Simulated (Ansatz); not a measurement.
**Hypothetical P6_3/mmc PtSe2: response to strain**

The parent structure is PtSe$_{2}$ in the 2H-MoS2 type structure (space group P6_3/mmc, No. 194; a hypothetical phase, not in the database extracts checked; layered, stacked along the Cartesian z axis).

```xyz
6
Lattice="3.5911 0.0000 0.0000 -1.7956 3.1100 0.0000 0.0000 0.0000 11.2512" Properties=species:S:1:pos:R:3 pbc="T T T"
Pt     0.0000     2.0733     2.8128
Pt     1.7956     1.0367     8.4384
Se     0.0000     2.0733     6.9469
Se     1.7956     1.0367     1.3213
Se     1.7956     1.0367     4.3043
Se     0.0000     2.0733     9.9299
```

Cartesian axes are those of the cell as printed.

Strains are applied to the cell and any free atomic positions relax; under biaxial strain the out-of-plane vector relaxes too.

Level of theory: r2SCAN+rVV10 in Ansatz (plane waves to 500 eV, PAW, spin-orbit coupling left out).

Notes on the quantities. pressure: mean of the normal stresses, compression positive.

| case | space group | pressure | volume per atom |
|---|---|---|---|
| base | P6_3/mmc (No. 194) | 0.0 GPa | 20.94 Å³ |
| biaxial strain −0.55 %, plane normal [001], relaxed out of plane | P6_3/mmc (No. 194) | 0.5 GPa | 20.78 Å³ |
| biaxial strain +2.09 %, plane normal [001], relaxed out of plane | P6_3/mmc (No. 194) | -1.7 GPa | 21.59 Å³ |
| isotropic strain −0.31 % | P6_3/mmc (No. 194) | 0.5 GPa | 20.75 Å³ |
| isotropic strain +5.34 % | P6_3/mmc (No. 194) | -4.6 GPa | 24.48 Å³ |
| uniaxial strain ε_yy = −5.17 % | Cmcm (No. 63) | 3.5 GPa | 19.86 Å³ |
| uniaxial strain ε_yy = −4.08 % | Cmcm (No. 63) | 2.7 GPa | 20.09 Å³ |
| uniaxial strain ε_yy = +1.42 % | Cmcm (No. 63) | -0.7 GPa | 21.24 Å³ |
| tensor shear ε_xz = +2.59 % | C2/c (No. 15) | 0.3 GPa | 20.93 Å³ |
| tensor shear ε_xz = −2.34 % | C2/c (No. 15) | 0.3 GPa | 20.93 Å³ |

Without a gap, meshes like the base's 15×15×4 leave anisotropic stresses uncertain by several tenths of a GPa, and small strain energies with them. No phonon test of stability was made. The final runs are not spin-polarised. Under uniaxial strain ε_yy = +1.42 %, tensor shear ε_xz = +2.59 % and tensor shear ε_xz = −2.34 % the cell ends below the base's energy or with stress of the wrong sign: the atoms slid into a distortion or the cell is elastically unstable, so the base is not a stable minimum at this level. PtSe2 has a high density of states at the Fermi level and may be magnetic at this level.

Ansatz is a program for electronic structure.
